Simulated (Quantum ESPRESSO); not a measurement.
Input and output of a self-consistent single point for VN (Fm-3m, 2 atoms in the cell) (Quantum ESPRESSO).

Method of the run: PBE, GBRV 1.5 ultrasoft (PBE) pseudopotentials (plane waves; Quantum ESPRESSO 7.5).

```
VN
1.0
   -2.07000     0.00000     2.07000
    0.00000     2.07000     2.07000
   -2.07000     2.07000     0.00000
V N
1 1
Direct
  0.00000   0.00000   0.00000
  0.50000   0.50000   0.50000
```

Reference input (self-consistent single point, DFT, PBE, plane waves, GBRV 1.5 ultrasoft (PBE) pseudopotentials): ecutwfc = 50 Ry; ecutrho = 400 Ry; occupations = smearing; smearing = gauss; degauss = 0.0073499 Ry; potentials = {V: v_pbe_v1.4.uspp.F.UPF, N: n_pbe_v1.2.uspp.F.UPF}; K_POINTS = automatic 18 18 18 0 0 0; conv_thr = 1e-10 Ry; mixing_beta = 0.3. This run's input differs from it in these lines:

```diff
@@ -30,3 +30,3 @@
 K_POINTS automatic
-18 18 18  0 0 0
+1 1 1  0 0 0
```

Output, abridged:

```
     Self-consistent Calculation

     iteration #  1     ecut=    50.00 Ry     beta= 0.30

     negative rho (up, down):  6.760E-04 0.000E+00

     total energy              =    -163.40995666 Ry
     estimated scf accuracy    <       2.49008562 Ry

     iteration #  2     ecut=    50.00 Ry     beta= 0.30

     negative rho (up, down):  5.424E-04 0.000E+00

     total energy              =    -163.12160617 Ry
     estimated scf accuracy    <      12.31184806 Ry

     iteration #  3     ecut=    50.00 Ry     beta= 0.30

     negative rho (up, down):  5.637E-04 0.000E+00

     total energy              =    -163.85313082 Ry
     estimated scf accuracy    <       1.47112345 Ry

   [... 95 blocks of this kind left out ...]

     iteration # 99     ecut=    50.00 Ry     beta= 0.30

     negative rho (up, down):  5.932E-04 0.000E+00

     total energy              =    -164.38488099 Ry
     estimated scf accuracy    <       3.06399481 Ry

     iteration #100     ecut=    50.00 Ry     beta= 0.30

     negative rho (up, down):  5.195E-04 0.000E+00

     total energy              =    -162.65459369 Ry
     estimated scf accuracy    <      10.40448973 Ry
     End of self-consistent calculation

     convergence NOT achieved after 100 iterations: stopping

   JOB DONE.
```

The run ended unconverged after 100 iterations. 

The starting cell has typed, rounded lattice constants, without a prior relaxation at this level.
